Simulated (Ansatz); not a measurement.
Data:

```xyz
2
Lattice="0.0000 2.4264 2.2188 2.4264 0.0000 2.2188 2.4264 2.4264 0.0000" Properties=species:S:1:pos:R:3 pbc="T T T"
B      0.0000     0.0000     0.0000
As     1.2132     1.2132     1.1094
```

Computed with r2SCAN with spin-orbit coupling, rigid bands (plane waves, PAW; Ansatz, a program for electronic structure). Condition of this run: uniaxial stress along [001] of 16 GPa (compression positive) (the target of the relaxation). Geometry: cell and atoms relaxed with PBEsol, then loaded as said.

Q: Is this a good metal at this level?

A: No. No gap is resolved, and few carriers conduct, as in a semimetal or a zero-gap semiconductor. N(E_F) = 0.0124 states/eV a cell at 300 K and the Drude plasma energy along the best axis is 0.36 eV, several times under that of a simple or noble metal.
